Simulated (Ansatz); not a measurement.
Consider interstitial Li in silicon strained by +1.5 % along x and y, z held, charge state +1. All values below come from PBE, PAW (plane waves to 420 eV; Ansatz, a quantum-chemistry and plane-wave program).

Cell of 64 host sites held at the strained lattice (strain from the relaxed PBE one, atoms relaxed); a 2×2×2 k-point mesh shifted by half a step; Fermi-Dirac width 0.01 eV, spin-restricted; finite-size errors left in. Static, classical nuclei. The charge state is imposed; whether it is stable for some Fermi level was not computed. Sites that were not tried may lie lower.

Barriers: single points on a 3×3×3 k-point mesh shifted by half a step at the bands' geometries.

The step: Li moves alone to another site. Atoms about the jump, Cartesian Å from the middle of the jump, before and after:

```json
[
 {"atom": "Li1", "x0": "-0.69", "y0": "-0.69", "z0": "-0.68", "x1": "0.69", "y1": "0.69", "z1": "0.68"},
 {"atom": "Si2", "x0": "0.74", "y0": "0.74", "z0": "-2.10", "x1": "0.69", "y1": "0.69", "z1": "-2.08"},
 {"atom": "Si3", "x0": "-0.69", "y0": "-0.69", "z0": "2.08", "x1": "-0.74", "y1": "-0.74", "z1": "2.10"},
 {"atom": "Si4", "x0": "-0.69", "y0": "2.10", "z0": "-0.68", "x1": "-0.74", "y1": "2.13", "z1": "-0.73"},
 {"atom": "Si5", "x0": "2.10", "y0": "-0.69", "z0": "-0.68", "x1": "2.13", "y1": "-0.74", "z1": "-0.73"},
 {"atom": "Si6", "x0": "-2.13", "y0": "0.74", "z0": "0.73", "x1": "-2.10", "y1": "0.69", "z1": "0.68"},
 {"atom": "Si7", "x0": "0.74", "y0": "-2.13", "z0": "0.73", "x1": "0.69", "y1": "-2.10", "z1": "0.68"},
 {"atom": "Si8", "x0": "2.09", "y0": "2.09", "z0": "2.06", "x1": "2.13", "y1": "2.13", "z1": "2.10"},
 {"atom": "Si9", "x0": "-2.13", "y0": "-2.13", "z0": "-2.10", "x1": "-2.09", "y1": "-2.09", "z1": "-2.06"},
 {"atom": "Si10", "x0": "0.70", "y0": "0.70", "z0": "3.42", "x1": "0.69", "y1": "0.69", "z1": "3.44"},
 {"atom": "Si11", "x0": "-0.69", "y0": "-0.69", "z0": "-3.44", "x1": "-0.70", "y1": "-0.70", "z1": "-3.42"}
]
```

Q: Where do these atoms stand at the saddle point, and how high is it?

A: 
```json
[
 {"atom": "Li1", "x": "0.00", "y": "0.01", "z": "0.00"},
 {"atom": "Si2", "x": "0.74", "y": "0.74", "z": "-2.15"},
 {"atom": "Si3", "x": "-0.74", "y": "-0.73", "z": "2.14"},
 {"atom": "Si4", "x": "-0.73", "y": "2.17", "z": "-0.73"},
 {"atom": "Si5", "x": "2.17", "y": "-0.73", "z": "-0.73"},
 {"atom": "Si6", "x": "-2.16", "y": "0.74", "z": "0.73"},
 {"atom": "Si7", "x": "0.73", "y": "-2.16", "z": "0.73"},
 {"atom": "Si8", "x": "2.07", "y": "2.07", "z": "2.03"},
 {"atom": "Si9", "x": "-2.07", "y": "-2.06", "z": "-2.04"},
 {"atom": "Si10", "x": "0.69", "y": "0.69", "z": "3.43"},
 {"atom": "Si11", "x": "-0.69", "y": "-0.68", "z": "-3.43"}
]
```
It lies 0.55 eV above the start and 0.55 eV above the end. The saddle point's order was not checked, and it lies on a symmetry element of the cell, where a band can be held.
